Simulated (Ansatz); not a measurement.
## GaN (I-4m2): band-edge transport data

Consider the following.

```xyz
2
Lattice="0.0000 2.2701 2.1910 2.2701 0.0000 2.1910 2.2701 2.2701 0.0000" Properties=species:S:1:pos:R:3 pbc="T T T"
Ga     0.0000     0.0000     0.0000
N      1.1351     1.1351     1.0955
```

These are r2SCAN with spin-orbit coupling, rigid bands (plane waves, PAW; Ansatz, a quantum-chemistry and plane-wave program) values and carry that method's errors. Condition of this run: uniaxial stress along [001] of 4 GPa (compression positive) (the target of the relaxation). Cell: cell and atoms relaxed with PBEsol, then loaded as said.

```json
{
 "band_gap": "2.11 eV",
 "electron conductivity mass (300 K, dilute)": "0.188 (x), 0.188 (y), 0.181 (z) mₑ",
 "hole conductivity mass (300 K, dilute)": "0.94 (x), 0.94 (y), 0.54 (z) mₑ",
 "effective density of states N_c (300 K)": "1.9e18 cm⁻³",
 "effective density of states N_v (300 K)": "1.8e19 cm⁻³",
 "density_of_states_mass_electrons": "0.180 mₑ",
 "density_of_states_mass_holes": "0.82 mₑ",
 "Seebeck coefficient, n-type 1e19 cm⁻³, 300 K": "-107 μV/K",
 "best n-type power factor at 300 K for τ = 10 fs (best axis; densities from 1e16 to 1e21 cm⁻³ tried, whether or not they can be reached)": "1.70 μW/(cm·K²) at 1e19 cm⁻³",
 "Seebeck coefficient, p-type 1e19 cm⁻³, 300 K": "315 μV/K"
}
```

Rigid bands; masses and Seebeck coefficients take one relaxation time τ for all states and one kind of carrier; polarons and phonon drag are left out. Geometry: cell and atoms relaxed with PBEsol.
